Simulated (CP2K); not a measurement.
A user runs CP2K on BiRh (Fm-3m, 2 atoms in the cell) and asks whether the run is sound. The aim is a self-consistent single point with DFT PBE, GPW, DZVP-MOLOPT-PBE-GTH basis, GTH-PBE potentials (POTENTIAL_UZH).

Input:

```
&GLOBAL
  PROJECT bulk
  RUN_TYPE ENERGY_FORCE
  PRINT_LEVEL MEDIUM
&END GLOBAL
&FORCE_EVAL
  METHOD Quickstep
  STRESS_TENSOR ANALYTICAL
  &DFT
    BASIS_SET_FILE_NAME BASIS_MOLOPT_UZH
    POTENTIAL_FILE_NAME POTENTIAL_UZH
    &QS
      METHOD GPW
      EPS_DEFAULT 1E-10
    &END QS
    &MGRID
      CUTOFF 30
      REL_CUTOFF 50
      NGRIDS 5
    &END MGRID
    &SCF
      SCF_GUESS ATOMIC
      EPS_SCF 1E-6
      MAX_SCF 100
      ADDED_MOS 5
      &DIAGONALIZATION
        ALGORITHM STANDARD
      &END DIAGONALIZATION
      &MIXING
        METHOD BROYDEN_MIXING
        ALPHA 0.2
        NBUFFER 8
        BETA 1.5
      &END MIXING
      &SMEAR ON
        METHOD MARZARI_VANDERBILT
        SIGMA [eV] 0.136
      &END SMEAR
    &END SCF
    &KPOINTS
      SCHEME MONKHORST-PACK 6 6 6
      GAMMA_CENTERED T
    &END KPOINTS
    &XC
      &XC_FUNCTIONAL PBE
      &END XC_FUNCTIONAL
    &END XC
    &PRINT
      &MO
        EIGENVALUES T
        OCCUPATION_NUMBERS T
        NDIGITS 8
        FILENAME mo
        &EACH
          QS_SCF 0
        &END EACH
        ADD_LAST NUMERIC
      &END MO
      &MULLIKEN ON
      &END MULLIKEN
    &END PRINT
  &END DFT
  &SUBSYS
    &CELL
      ABC 4.29262500 4.29262449 4.29262420
      ALPHA_BETA_GAMMA 60.00000030 60.00000156 60.00000378
      PERIODIC XYZ
    &END CELL
    &COORD
      Bi       0.00000000     0.00000000     0.00000000
      Rh       4.29262450     2.47834800     1.75245650
    &END COORD
    &KIND Bi
      BASIS_SET DZVP-MOLOPT-PBE-GTH-q5
      POTENTIAL GTH-PBE-q5
    &END KIND
    &KIND Rh
      BASIS_SET DZVP-MOLOPT-PBE-GTH-q17
      POTENTIAL GTH-PBE-q17
    &END KIND
  &END SUBSYS
  &PRINT
    &FORCES ON
    &END FORCES
    &STRESS_TENSOR ON
    &END STRESS_TENSOR
  &END PRINT
&END FORCE_EVAL
```

The program printed (abridged):

```
 GLOBAL| Method name                                                        CP2K
 GLOBAL| Project name                                                       bulk
 GLOBAL| Run type                                                   ENERGY_FORCE

   [... lines left out ...]
 BRILLOUIN| List of Kpoints [2 Pi/Bohr]                                      112
 BRILLOUIN| Number           Weight            X              Y              Z
 BRILLOUIN|     1           0.00926       -0.33333       -0.33333       -0.33333
 BRILLOUIN|     2           0.00926       -0.33333       -0.33333       -0.16667
 BRILLOUIN|     3           0.00926       -0.33333       -0.33333        0.00000
   [... 109 lines left out ...]
 *******************************************************************************

 Extrapolation method: initial_guess

 Re-scaling the density matrix to get the right number of electrons
                  # Electrons              Trace(P)               Scaling factor
                           22                22.000                        1.000

 Number of electrons:                                                         22
 Number of occupied orbitals:                                                 11
 Number of molecular orbitals:                                                16

 Number of orbital functions:                                                 39
 Number of independent orbital functions:                                     39
 SCF WAVEFUNCTION OPTIMIZATION

  Step     Update method      Time    Convergence         Total energy    Change
     1 NoMix/Diag. 0.20E+00      -     0.27016249      -115.1070664620 -1.15E+02
     2 Broy./Diag. 0.20E+00      -     0.03710883      -115.8298648015 -7.23E-01
     3 Broy./Diag. 0.20E+00      -     0.05818442      -115.5148865511  3.15E-01
     4 Broy./Diag. 0.20E+00      -     0.02622401      -115.1826651605  3.32E-01
     5 Broy./Diag. 0.20E+00      -     0.00442978      -115.2212801443 -3.86E-02
     6 Broy./Diag. 0.20E+00      -     0.00477016      -115.1541956800  6.71E-02
   [... 7 lines left out ...]
    14 Broy./Diag. 0.20E+00      -     0.00000804      -115.1323724875 -1.08E-05
    15 Broy./Diag. 0.20E+00      -     0.00000298      -115.1323777308 -5.24E-06
    16 Broy./Diag. 0.20E+00      -     0.00000249      -115.1323816123 -3.88E-06
    17 Broy./Diag. 0.20E+00      -     0.00000052      -115.1323807713  8.41E-07
  *** SCF run converged in    17 steps ***

  Overlap energy of the core charge distribution:               0.00000000000102
  Self energy of the core charge distribution:               -208.77293799269819
  Core Hamiltonian energy:                                     49.43377888032749
  Hartree energy:                                              56.93099290822112
  Exchange-correlation energy:                                -12.72463722218179
  Smearing free energy correction:                              0.00042265532863
  Fermi energy:                                                 0.22349943983000

  Total energy:                                              -115.13238077125841

                     Mulliken Population Analysis

   [... lines left out ...]
 STRESS|                        x                   y                   z
 STRESS|      x        4.07349287195E+05   1.14683875103E+05   8.10937140995E+04
 STRESS|      y        1.14683875103E+05   2.74923408790E+05   4.68194524780E+04
 STRESS|      z        8.10937140995E+04   4.68194524780E+04   2.41816912250E+05
 STRESS| 1/3 Trace                                             3.08029869411E+05
```

Question: Can these results be used? Check the input.

Answer: The run is not sound. The fault is a basis or grid far too coarse for these potentials. The error of an incomplete plane-wave basis or grid does not cancel at such settings. To fix it, restore the cutoff that the potentials need and check convergence. The run converged in 17 iterations without an error; against the sound input the free energy goes down by 2.03 eV/atom and the pressure goes from -12.03 to 30.80 GPa.

The sound input it was made from differs as follows (other fixes are possible):
```diff
-      CUTOFF 30
+      CUTOFF 500
```

With that input, the run converged in 16 iterations: free energy E − TS -3128.8472 eV; Fermi level (on the code's own zero) 6.23 eV; pressure -12.03 GPa (DFT PBE, GPW, DZVP-MOLOPT-PBE-GTH basis, GTH-PBE potentials (POTENTIAL_UZH)).

On the sound input: the starting cell was generated: these elements placed on a structure prototype, without a prior relaxation; it need not be a known phase or ordering of this composition. Spin polarisation is off. Values carry the incompleteness of an atom-centred basis. With a pressure of about -12 GPa the cell is away from its equilibrium volume at this level.
